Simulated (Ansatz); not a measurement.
The structure below was relaxed with Ansatz (an electronic-structure program) PBE, without spin-orbit coupling, earlier PAW set.

Space group I4/mmm (No. 139); a = 4.119 Å, b = 4.119 Å, c = 4.763 Å, α = 90.00°, β = 90.00°, γ = 90.00°

```tsv
atom	site	symmetry	x	y	z
Tl	2a	4/mmm	0.0000	0.0000	0.0000
O	4d	-4m2	0.0000	0.5000	0.2500
```

**Question.** Write out a cell with all atoms.

**Answer.** 
```xyz
6
Lattice="4.1186 0.0000 0.0000 0.0000 4.1186 0.0000 0.0000 0.0000 4.7635" Properties=species:S:1:pos:R:3 pbc="T T T"
Tl     0.0000     0.0000     0.0000
O      0.0000     2.0593     1.1909
O      2.0593     0.0000     1.1909
Tl     2.0593     2.0593     2.3817
O      2.0593     0.0000     3.5726
O      0.0000     2.0593     3.5726
```
This is the conventional cell.

No phonon test of stability was made. All final runs are without spin polarisation. An odd electron count without spin: TlO2. The cell was made from HfO2 by this change: Hf → Tl; the result is a hypothetical phase, not in the database extracts checked.
